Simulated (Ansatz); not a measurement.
Consider ZnGeP2 in the chalcopyrite structure (space group I-42d, No. 122).

```cif
data_Ge4P8Zn4
_chemical_formula_sum 'Zn4 Ge4 P8'
_space_group_name_H-M_alt 'I-42d'
_space_group_IT_number 122
_space_group_name_Hall 'I -4 2bw'
_cell_length_a 5.42427
_cell_length_b 5.42427
_cell_length_c 10.70971
_cell_angle_alpha 90.000
_cell_angle_beta 90.000
_cell_angle_gamma 90.000
loop_
_atom_site_label
_atom_site_type_symbol
_atom_site_symmetry_multiplicity
_atom_site_Wyckoff_symbol
_atom_site_fract_x
_atom_site_fract_y
_atom_site_fract_z
_atom_site_occupancy
Zn1 Zn 4 a 0.00000 0.00000 0.00000 1
Ge1 Ge 4 b 0.00000 0.00000 0.50000 1
P1 P 8 d 0.25166 0.25000 0.12500 1
```
(The calculation used a cell of 8 atoms; values per cell refer to that cell.)

The values are results of plane-wave PAW DFT at the PBEsol level (Ansatz, a first-principles code, 420 eV), no SOC, not measurements.

Before the change:

| Quantity | Value |
|---|---|
| Valence-band top at Γ | 0.00, -0.07, -0.07 eV |
| Band gap | 1.07 eV |

It is then changed as follows: an isotropic linear strain of −3.00 %, atoms relaxed at fixed cell.

**Question.** How does this affect the valence-band top at Γ, band gap and energy relative to the base?

**Answer.** The valence-band top at Γ (three highest levels, from the VBM) stays 0.00, -0.07, -0.07 eV; the band gap decreases by 0.16 eV to 0.91 eV; the energy increases by 46 meV/atom.

Whether these cells are dynamically stable was not tested.
